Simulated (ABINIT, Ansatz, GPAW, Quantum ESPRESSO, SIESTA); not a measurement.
## Zr (P6_3/mmc, 2 atoms in the cell) computed with different codes at matched settings

Self-consistent single point, at a second geometry (lattice scaled by 0.98). First geometry:

```yaml
crystal:
  lattice:
    - [3.20911, 0.00000, 0.00000]
    - [-1.60455, 2.77917, 0.00000]
    - [0.00000, 0.00000, 5.12412]
  atoms:
    - { symbol: Zr, position: [0.33333, 0.66667, 0.25000] }
    - { symbol: Zr, position: [0.66667, 0.33333, 0.75000] }
```

Shared settings, as Ansatz (a first-principles code) writes them: kpoints.mp_grid.grid = 16 16 9; scf.occupations.method = gaussian; scf.occupations.width = 0.136 eV. Potentials and cutoffs stand in the table.

```json
[
 {"code": "GPAW", "model": "PBE, GPAW PAW datasets PBE (gpaw-data 1.0.1)", "ΔF from the first geometry (meV/atom)": "44.5", "pressure (GPa)": "8.73", "cutoff": "600 eV"},
 {"code": "Quantum ESPRESSO", "model": "PBE, SSSP 1.1.2 efficiency (PBE) pseudopotentials", "ΔF from the first geometry (meV/atom)": "46.5", "pressure (GPa)": "9.05", "cutoff": "40 Ry"},
 {"code": "SIESTA", "model": "GGA PBE, numerical atomic orbitals DZP, PseudoDojo PBE standard norm-conserving potentials (rewritten from UPF to PSML)", "ΔF from the first geometry (meV/atom)": "34.8", "pressure (GPa)": "7.93", "cutoff": "grid 300 Ry"},
 {"code": "Ansatz", "model": "PBE, PAW files", "ΔF from the first geometry (meV/atom)": "46.9", "pressure (GPa)": "9.12", "cutoff": "420 eV"},
 {"code": "ABINIT", "model": "PBE, norm-conserving pseudopotentials (PseudoDojo nc-sr-05 PBE standard)", "ΔF from the first geometry (meV/atom)": "47.5", "pressure (GPa)": "9.19", "cutoff": "33 Ha"}
]
```

The spread over the programs that give each value: ΔF from the first geometry within 12.7 meV/atom; pressure within 1.26 GPa.

SIESTA uses small atom-centred bases, whose incompleteness enters pressures, forces and empty levels differently from a plane-wave cutoff. Ansatz's pressure is given at a fixed set of plane waves, as the other plane-wave codes print theirs. In the pressure, SIESTA (by 1.16) lies more than 1 GPa from the median of the plane-wave programs.

The starting cell comes from a database of computed structures (which also holds hypothetical and non-ambient phases and stackings), without a prior relaxation at this level. Its lattice was rescaled by a random factor within 2.5 % of one. For this run, on top of that: lattice scaled by 0.98.

Left out of this page: Elk and FLEUR (not drawn, or without a comparable value).

Keys are those of Ansatz 0.2.
